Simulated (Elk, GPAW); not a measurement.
A GPAW input for a self-consistent single point of CdSe (F-43m, 2 atoms in the cell) (DFT PBE, plane waves, GPAW PAW datasets PBE (gpaw-data 1.0.1)):

```python
from ase import Atoms
from ase.units import GPa
from gpaw import GPAW

atoms = Atoms(['Cd', 'Se'],
              cell=[[0.000000, 3.025000, 3.025000],
                    [3.025000, 0.000000, 3.025000],
                    [3.025000, 3.025000, 0.000000]],
              scaled_positions=[[0.000000, 0.000000, 0.000000],
                                [0.250000, 0.250000, 0.250000]],
              pbc=True)

calc = GPAW(mode={'name': 'pw', 'ecut': 600},
            xc='PBE',
            kpts=(9, 9, 9),
            occupations={'name': 'fermi-dirac', 'width': 0.05},
            nbands=-6,
            convergence={'density': 1e-05, 'energy': 1e-05, 'bands': -4},
            symmetry={'symmorphic': False, 'tolerance': 0.0005},
            maxiter=120,
            txt='-')

atoms.calc = calc

energy = atoms.get_potential_energy()
print('Energy (eV):', round(energy, 6))
forces = atoms.get_forces()
print('Forces (eV/Ang):')
print(forces.round(5))
stress = atoms.get_stress()
print('Stress (GPa, Voigt):', (stress / GPa).round(4))
```

Question: Write the same calculation as an input for Elk.

Answer: This is the input that was run; spellings and numerical settings could be chosen otherwise.

```
tasks
  0

xctype
  20

rgkmax
  8.0

gmaxvr
  14.0

nxlo
  2

lorbcnd
  .true.

rmtscf
  0.93

lmaxi
  2

swidth
  0.00183747

maxscl
  100

scale
  8.084240852

avec
    0.0000000000    0.7071067812    0.7071067812
    0.7071067812    0.0000000000    0.7071067812
    0.7071067812    0.7071067812    0.0000000000

sppath
  'species/'

atoms
  2
  'Cd.in'
  1
  0.0000000000  0.0000000000  0.0000000000    0.0 0.0 0.0
  'Se.in'
  1
  0.2500000000  0.2500000000  0.2500000000    0.0 0.0 0.0

ngridk
  9 9 9
```

Basis, cutoffs, solver keys and any potentials are the target program's own. This input uses DFT, PBE, all-electron FP-LAPW, Elk's shipped species files, APW+lo basis with extra local orbitals. Both were run: gap on the mesh 0.635 eV in GPAW and 0.615 in Elk.

On GPAW: the starting cell has typed, rounded lattice constants, without a prior relaxation at this level. With a pressure of about 4 GPa the cell is away from its equilibrium volume at this level.

On Elk: the starting cell has typed, rounded lattice constants, without a prior relaxation at this level. Values depend on the basis (sphere radii, cutoffs, local orbitals), which need not be converged.
